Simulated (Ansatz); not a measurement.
## MoSi2: strain along the normal

MoSi2 (MoSi2 type, I4/mmm, 13.267 Å³/atom at rest, c along z) under an equal strain ε in the (001) plane with the normal axis free, as in a coherent film. PBEsol in Ansatz, a plane-wave DFT program (PAW, default set), 420 eV, 25×25×25 Γ-centred mesh, Fermi-Dirac smearing 0.10 eV; ions are relaxed within the symmetry of each cell.

Here s stands for strain and y for normal strain.

| strain (%) | normal strain (%) |
|---|---|
| -1.50 | 0.60 |
| -1.00 | 0.39 |
| -0.50 | 0.19 |
| 0.00 | 0.00 |
| 0.50 | -0.18 |
| 1.00 | -0.36 |
| 1.50 | -0.52 |
| 3.00 | ? |

Taking a straight line for y over the 7 complete rows: Means: s 0, y 0.017. About the means, the sum of products is -2.6150 and the sum of squares of s is 7.0000; the slope is their ratio. Least squares gives y = 0.017 - 0.3736·s. Residuals (row less fit): 0.023, -0.001, -0.014, -0.017, -0.010, -0.003, 0.023; standard error 0.018 (degrees of freedom: 5). The slope, -0.37 ± 0.01, is the elastic response of the normal axis, −2C13/C33.

### Question
Predict the withheld y at s = 3.00 from the fit, and compare with the calculation.

### Answer
y = 0.017 - 0.3736 × 3.0 = -1.104%. The calculation gives -0.98%, 0.124% above the prediction (7.8 % of the range of y in the table). The row lies outside the fitted rows, so this is an extrapolation. From the scatter of the fitted rows alone, a prediction at this place has a standard error of 0.028%, so the miss is 4.4 times that.

One order more, fitted to all 13 runs of the series, follows each within 0.01, so the miss is the next term of a smooth law. In a metal these values are sensitive to mesh and smearing; energies are taken to zero smearing, stresses follow the free energy. Rows are the converged runs of the series near zero and its far end; series whose fitted rows scatter by over a few per cent of the range, as at a crossing or softening among them, aren't shown in this form. Most that stay on the fit to the last digits aren't either.
